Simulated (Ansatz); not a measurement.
O on the 1x1 (110) surface of bcc W, one in a 2x2 cell, energies for each (28.7 Å²). Energies are against ½ O2(g), without zero-point or thermal terms; each row is named by its start.

Method: PBE (plane waves to 420 eV, PAW; Ansatz, an electronic-structure program).

Set-up: 17 atoms, 6.6 Å thick at the start under the adsorbate (thin: gaps and levels are the slab's own); mesh 6x6x1; 0.1 eV smearing; dipole correction on; 8 atoms held, the rest relaxed; each run with such symmetry as its start has; spin where the adsorbate may keep a moment, no spin-orbit, no U, no dispersion correction.

A negative adsorption energy means that the adsorbate is more stable on the surface than in its reference. Heights count from the host atoms within 0.3 Å of the top one.

```json
[
 {"starting site": "top W", "E_ads (eV)": "-3.07", "height (Å)": "1.73", "nearest host atom (Å)": "W 1.73", "bonded to": "W", "Δ work function (eV)": "1.12", "lateral drift (Å)": "0.0", "moment (μB)": "0.0"},
 {"starting site": "hollow W-W-W", "E_ads (eV)": "-4.16", "height (Å)": "1.20", "nearest host atom (Å)": "W 2.06", "bonded to": "3 W", "Δ work function (eV)": "-0.05", "lateral drift (Å)": "0.0", "moment (μB)": "–"},
 {"starting site": "bridge W-W (span 2.8 Å)", "E_ads (eV)": "-3.57", "height (Å)": "1.45", "nearest host atom (Å)": "W 1.96", "bonded to": "2 W", "Δ work function (eV)": "0.25", "lateral drift (Å)": "0.0", "moment (μB)": "–"},
 {"starting site": "bridge W-W (span 3.2 Å)", "E_ads (eV)": "-4.01", "height (Å)": "1.20", "nearest host atom (Å)": "W 2.00", "bonded to": "4 W", "Δ work function (eV)": "-0.11", "lateral drift (Å)": "0.0", "moment (μB)": "–"}
]
```
